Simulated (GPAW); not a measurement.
# A self-consistent single point of Cu3Au (Pm-3m, 4 atoms in the cell) with GPAW

Computed with PBE, GPAW PAW datasets PBE (gpaw-data 1.0.1) (plane waves; GPAW).

This input was run:

```python
from ase import Atoms
from ase.units import GPa
from gpaw import GPAW

atoms = Atoms(['Cu', 'Cu', 'Cu', 'Au'],
              cell=[[3.787685, 0.000000, 0.000000],
                    [0.000000, 3.787685, 0.000000],
                    [0.000000, 0.000000, 3.787685]],
              scaled_positions=[[0.000000, 0.500000, 0.500000],
                                [0.500000, 0.000000, 0.500000],
                                [0.500000, 0.500000, 0.000000],
                                [0.000000, 0.000000, 0.000000]],
              pbc=True)

calc = GPAW(mode={'name': 'pw', 'ecut': 800},
            xc='PBE',
            kpts={'size': (6, 6, 6), 'gamma': True},
            occupations={'name': 'methfessel-paxton', 'width': 0.1, 'order': 1},
            nbands=-8,
            convergence={'density': 1e-05},
            symmetry={'symmorphic': False, 'tolerance': 0.0005},
            maxiter=150,
            txt='-')

atoms.calc = calc

energy = atoms.get_potential_energy()
print('Energy (eV):', round(energy, 6))
forces = atoms.get_forces()
print('Forces (eV/Ang):')
print(forces.round(5))
stress = atoms.get_stress()
print('Stress (GPa, Voigt):', (stress / GPa).round(4))
```

Output, abridged:

```
Input parameters:
  convergence: {density: 1e-05}
  kpts: {gamma: True,
         size: (6, 6, 6)}
  maxiter: 150
  mode: {ecut: 800,
         name: pw}
  nbands: -8
  occupations: {name: methfessel-paxton,
                order: 1,
                width: 0.1}
  symmetry: {symmorphic: False,
             tolerance: 0.0005}
  xc: PBE

species:
  Cu:
    name: Copper
    Z: 29.0
    valence: 11
    core: 18
    charge: 0.0
    file: Cu.PBE.gz

    # Using partial waves for Cu as LCAO basis

  Au:
    name: Gold
    Z: 79.0
    valence: 11
    core: 68
    charge: 0.0
    file: Au.PBE.gz

    # Using partial waves for Au as LCAO basis

Reference energy: -651662.626633  # eV

Spin-paired calculation

Convergence criteria:
 Maximum [total energy] change in last 3 cyles: 0.0005 eV / valence electron
 Maximum integral of absolute [dens]ity change: 1e-05 electrons / valence electron
 Maximum integral of absolute [eigenst]ate change: 4e-08 eV^2 / valence electron
 Maximum number of scf [iter]ations: 150

Symmetries present (total): 48
Symmetries with fractional translations: 0
216 k-points: 6 x 6 x 6 Monkhorst-Pack grid + [1/12,1/12,1/12]
20 k-points in the irreducible part of the Brillouin zone
       k-points in crystal coordinates                weights
   0:     0.00000000    0.00000000    0.00000000          1/216
   1:     0.16666667    0.00000000    0.00000000          6/216
   2:     0.16666667    0.16666667    0.00000000         12/216
   [... 7 lines left out ...]
          ...
  19:     0.50000000    0.50000000    0.50000000          1/216

Wave functions: Plane wave expansion
  Cutoff energy: 800.000 eV
  Number of coefficients (min, max): 2752, 2826
  Pulay-stress correction: 0.000000 eV/Ang^3 (de/decut=0.000000)

Occupation numbers: Methfessel-Paxton:
  width: 0.1000  # eV
  order: 1

Eigensolver

Densities:
  Coarse grid: 25*25*25 grid
  Fine grid: 50*50*50 grid
  Total Charge: 0.000000

Density mixing:
  Method: separate
  Backend: pulay
  Linear mixing parameter: 0.05
  old densities: 5
  Damping of long wavelength oscillations: 50

Hamiltonian:
  XC and Coulomb potentials evaluated on a 50*50*50 grid
  External potential:
    NoExternalPotential

XC parameters: PBE with 2 nearest neighbor stencil

Number of atoms: 4
Number of atomic orbitals: 36
Number of bands in calculation: 30
Number of valence electrons: 44
Bands to converge: occupied

Density initialized from atomic densities
  30 bands from LCAO basis set

Atomic positions and initial magnetic moments

Positions:
   0 Cu     0.000000    1.893843    1.893843    ( 0.0000,  0.0000,  0.0000)
   1 Cu     1.893843    0.000000    1.893843    ( 0.0000,  0.0000,  0.0000)
   2 Cu     1.893843    1.893843    0.000000    ( 0.0000,  0.0000,  0.0000)
   3 Au     0.000000    0.000000    0.000000    ( 0.0000,  0.0000,  0.0000)

Unit cell:
           periodic     x           y           z      points  spacing
  1. axis:    yes    3.787685    0.000000    0.000000    25     0.1515
  2. axis:    yes    0.000000    3.787685    0.000000    25     0.1515
  3. axis:    yes    0.000000    0.000000    3.787685    25     0.1515

  Lengths:   3.787685   3.787685   3.787685
  Angles:   90.000000  90.000000  90.000000

Effective grid spacing dv^(1/3) = 0.1515

     iter     time        total  log10-change:
                         energy   eigst   dens
iter:   1 --:--:--   -17.154042
iter:   2 --:--:--   -16.285837   -1.82  -1.24
iter:   3 --:--:--   -14.819507   -0.68  -1.30
iter:   4 --:--:--   -14.563853   -2.18  -1.83
iter:   5 --:--:--   -14.759346   -1.50  -1.83
iter:   6 --:--:--   -15.263624   -1.01  -2.00
iter:   7 --:--:--   -14.450697   -1.40  -1.57
iter:   8 --:--:--   -14.452496   -3.02  -2.85
iter:   9 --:--:--   -14.452938c  -4.74  -2.96
iter:  10 --:--:--   -14.452103c  -3.87  -3.02
iter:  11 --:--:--   -14.450438c  -3.87  -3.00
iter:  12 --:--:--   -14.450421c  -5.66  -3.55
iter:  13 --:--:--   -14.450437c  -6.14  -3.87
iter:  14 --:--:--   -14.450395c  -6.05  -3.96
iter:  15 --:--:--   -14.450392c  -6.13  -3.99
iter:  16 --:--:--   -14.450395c  -6.62  -3.96
iter:  17 --:--:--   -14.450389c  -6.47  -4.00
iter:  18 --:--:--   -14.450389c  -7.65c -4.53
iter:  19 --:--:--   -14.450389c  -9.21c -5.02c

Converged after 19 iterations.

Dipole moment: (-0.000000, -0.000000, -0.000000) |e|*Ang

Energy contributions relative to reference atoms: (reference = -651662.626633)

Kinetic:        -48.212939
Potential:      +37.925590
External:        +0.000000
XC:              -4.624943
Entropy (-ST):   +0.001447
Local:           +0.460939
SIC:             +0.000000
--------------------------
Free energy:    -14.449907
Extrapolated:   -14.450389

Showing only first 2 kpts
 Kpt  Band  Eigenvalues  Occupancy
  0    20      6.92901    2.00000
  0    21      9.61634   -0.00000
  0    22      9.61634   -0.00000
  0    23      9.61634   -0.00000

  1    20      6.92884    2.00000
  1    21      8.04027    2.00008
  1    22     10.48447   -0.00000
  1    23     10.48447   -0.00000

Fermi level: 8.35568

No gap
No difference between direct/indirect transitions
Energy (eV): -14.450389

Forces in eV/Ang:
  0 Cu   -0.00000    0.00000    0.00000
  1 Cu   -0.00000    0.00000    0.00000
  2 Cu   -0.00000   -0.00000    0.00000
  3 Au   -0.00000    0.00000    0.00000

Stress tensor:
    -0.000990     0.000000     0.000000
     0.000000    -0.000990     0.000000
     0.000000     0.000000    -0.000990
Stress (GPa, Voigt): [-0.1587 -0.1587 -0.1587  0.      0.      0.    ]
```

The run converged in 19 iterations. GPAW prints stress with tension positive.

The starting cell comes from a database of computed structures (which also holds hypothetical and non-ambient phases and stackings), without a prior relaxation at this level. Its lattice was rescaled by a random factor within 2.5 % of one. Spin-orbit coupling is off. Spin polarisation is off.

Cost on one core of a shared machine: roughly 40 s.
